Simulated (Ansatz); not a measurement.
Thickness series in hypothetical zinc blende PbTe

Start from PbTe in the zinc blende structure (space group F-43m, No. 216; a = 7.335 Å; a hypothetical phase, not in the database extracts checked). Axes: x, y, z lie along the cube axes.

Free-standing slabs (2 atom(s) a layer) normal to [110] with 15 Å of vacuum; in-plane cell held at bulk.

Levels (all Ansatz, a quantum-chemistry and plane-wave program, PAW): PBE (420 eV, no spin-orbit coupling); r2SCAN (500 eV, spin-orbit coupling left out).

The base cell above is that of PBE; each level relaxes its own structures.

```csv
case,"band gap, PBE","band gap, r2SCAN"
1 layer,0.87 eV,___
2 layers,1.38 eV,1.61 eV
3 layers,0.93 eV,___
```

Some entries are withheld; estimate them.


- 1 layer, band gap, r2SCAN: 1.08 eV
- 3 layers, band gap, r2SCAN: 1.14 eV

PBE lies below r2SCAN in every row, by 0.20 eV to 0.23 eV. They put the cases in the same order.

With Pb and Te present, leaving out spin-orbit coupling can change the band edges. No phonon test of stability was made.
